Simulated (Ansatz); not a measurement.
Take HgS (space group P3_221, No. 154; made of chains) as the base.

```cif
data_Hg3S3
_chemical_formula_sum 'Hg3 S3'
_space_group_name_H-M_alt 'P 1'
_space_group_IT_number 1
_cell_length_a 4.46492
_cell_length_b 4.46492
_cell_length_c 9.75823
_cell_angle_alpha 90.000
_cell_angle_beta 90.000
_cell_angle_gamma 120.000
loop_
_space_group_symop_operation_xyz
  'x, y, z'
loop_
_atom_site_label
_atom_site_type_symbol
_atom_site_fract_x
_atom_site_fract_y
_atom_site_fract_z
_atom_site_occupancy
Hg1 Hg 0.76921 0.00000 0.66667 1
Hg2 Hg 0.00000 0.76921 0.33333 1
Hg3 Hg 0.23079 0.23079 0.00000 1
S1 S 0.44688 0.00000 0.16667 1
S2 S 0.00000 0.44688 0.83333 1
S3 S 0.55312 0.55312 0.50000 1
```

Levels (all Ansatz, a program for electronic structure, PAW): PBE (420 eV, spin-orbit coupling left out); HSE06 (420 eV, no SOC); PBE+SOC (420 eV, noncollinear with spin-orbit coupling).

One geometry, relaxed with PBE, under each level:

```csv
level,band gap,lowest conduction level above the VBM at special points,electron mass,pressure
PBE,1.83 eV,Γ 1.83 eV; M 2.37 eV; L 2.47 eV,"0.43 mₑ along c, 1.2 mₑ across (at Γ)",0.00 GPa
HSE06,2.78 eV,Γ 2.78 eV; M 3.40 eV; L 3.55 eV,–,–
PBE+SOC,1.83 eV,Γ 1.83 eV; M 2.32 eV; L 2.45 eV; A 2.55 eV,"0.44 mₑ along c, 1.3 mₑ across (at Γ)",-0.46 GPa
```

Single points use the geometry relaxed with PBE. The hybrid gap comes from the SCF mesh plus the semilocal run's edge points and a few special points and is an upper bound. The spin-orbit shifts are approximate. Spin-orbit coupling, missing from the scalar runs, can matter with Hg. Effective masses come from finite differences of ±0.01 Å⁻¹. Whether these cells are dynamically stable was not tested. No dispersion term is included, though the crystal is made of layers, chains or molecules, so its spacings can come out too wide.
